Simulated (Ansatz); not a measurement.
Work function of faces of fcc Ag in PBE and in r2SCAN, in Ansatz (plane waves, PAW). Symmetric slabs relaxed with PBE from ideal cuts in 1x1 cells (the lowest computed cut and spin start of each face; real faces may reconstruct in larger cells); r2SCAN values are single points on them, with the bulk at the same level. No spin-orbit coupling, no U.

```tsv
face	PBE (eV)	r2SCAN (eV)
(100)	4.26	4.20
(110)	4.20	?
(111)	4.46	4.43
(210)	4.09	4.02
(211)	4.23	4.17
(221)	4.28	4.23
(311)	4.21	4.15
(320)	4.06	3.99
(321)	4.12	4.06
```

Problem. Fit a straight line y = a·x + b by least squares to the 8 complete rows (x: PBE (eV); y: r2SCAN (eV)).

Solution. the means are x̄ = 4.2138 and ȳ = 4.1562; Σ(x − x̄)² = 0.11519 and Σ(x − x̄)(y − ȳ) = 0.12601, so a = 1.094 and b = ȳ − a·x̄ = -0.453. The largest residual is 0.007.

Problem. What does the line predict for the withheld row, (110), and what did the calculation give?

Solution. the line gives 4.14; the calculation gave 4.14, a miss of 0.00, of the size of the fitted rows' scatter and rounding.

Ansatz is a program for electronic structure.
